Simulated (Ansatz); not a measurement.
Take CdTe in the zinc blende structure (space group F-43m, No. 216; a = 6.558 Å) as the base. Axes: x, y, z lie along the cube axes.

All numbers come from Kohn–Sham DFT with the r2SCAN functional, run in Ansatz (an electronic-structure program) with PAW and 500 eV plane waves, no spin-orbit coupling.

Strains are applied to the cell and any free atomic positions relax; under stress the whole cell relaxes.

One change was made to it. Results:

The valley order (the lowest conduction-band minima on the path, energy above the VBM, named in the base's zone) changes from Γ 1.17 eV; L along ⟨111⟩ 2.20 eV to Γ 1.07 eV; L along [111] 2.11 eV; the energy goes up by 3.9 meV/atom.

Problem. Which change produced these results?
A. isotropic strain −1.50 %
B. uniaxial stress, 1 GPa tension along z
C. uniaxial strain ε_xx = −0.70 %

Solution. B, uniaxial stress, 1 GPa tension along z. For comparison, the valley order in the other runs: uniaxial strain ε_xx = −0.70 % gives Γ 1.17 eV; L along [1-1-1] 2.20 eV; isotropic strain −1.50 % gives Γ 1.31 eV; L along ⟨111⟩ 2.26 eV.

Spin-orbit coupling, missing from the scalar runs, can matter with Te. The levels and masses belong to the bands next to the band gap. Stability under load was not tested beyond the relaxation.
